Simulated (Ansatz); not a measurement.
PdTe (model structure, within 0.1 Å of Pm-3m, No. 221, 2 atoms in the cell): bulk modulus by level of theory

No measured value is used here.

```json
[
 {"level (code)": "LDA (Ansatz)", "value (GPa)": "(withheld)", "cell (Å³/atom)": "19.06"},
 {"level (code)": "PBEsol (Ansatz)", "value (GPa)": "123", "cell (Å³/atom)": "19.51"},
 {"level (code)": "r²SCAN (Ansatz)", "value (GPa)": "106", "cell (Å³/atom)": "20.33"}
]
```

### Question
Complete the blanks.

### Answer

- LDA (Ansatz, a program for electronic structure), value (GPa): 132

LDA, PBEsol, r²SCAN: the bulk modulus is −V dP/dV from two relaxed cells at ±2 % in volume. Each level is taken at its own relaxed cell. Cutoffs differ between the levels. Ansatz's density-functional and Hartree–Fock values are scalar-relativistic unless marked +SOC, with PAW data made under PBE.

A model structure was made by putting elements into a prototype or built by hand; it is no filed structure, need not be a known phase, and can be a saddle point held by its symmetry.
